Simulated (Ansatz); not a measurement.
Consider Pd-vacancy pair (Pd on one host Cu site, one Cu site vacant) in fcc Cu, neutral cell. The step: the Pd atom itself jumps into the vacancy (Pd-vacancy distance between ideal sites 2.57 Å throughout); the atom moves 2.36 Å along (0.00, 0.46, 0.46) of the unit cell; the moving atom starts with neighbours 4 Cu at 2.58, 2 Cu at 2.61, 4 Cu at 2.64, Cu at 2.67 Å and ends with 4 Cu at 2.58, 2 Cu at 2.61, 4 Cu at 2.64, Cu at 2.67 Å. A PBE band in Ansatz (plane-wave PAW, a 2×2×2 k-point mesh shifted by half a step, 32 host sites, 39 SCF runs with any check of the saddle's order, static, no finite-size correction) gives a forward barrier of 0.63 eV. The program found a first-order saddle point. Forms of the defect that were not tried may lie lower.

Single points at the band's start and saddle point can refine it. Rough cost of one point, in units of the band's mean SCF on the same machine:

```json
[
 {"Level": "PBE, a 4×4×4 k-point mesh shifted by half a step", "Cost of one point": "about 7"},
 {"Level": "r2SCAN at 500 eV, a 2×2×2 k-point mesh shifted by half a step", "Cost of one point": "about 3"}
]
```

Task: Which of these move the barrier by more than 0.1 eV, and how far does each move it?

Result: PBE, a 4×4×4 k-point mesh shifted by half a step: +0.22 eV; r2SCAN at 500 eV, a 2×2×2 k-point mesh shifted by half a step: 0.00 eV. Each functional is compared with PBE at the same k-points.

Ansatz is a first-principles code.
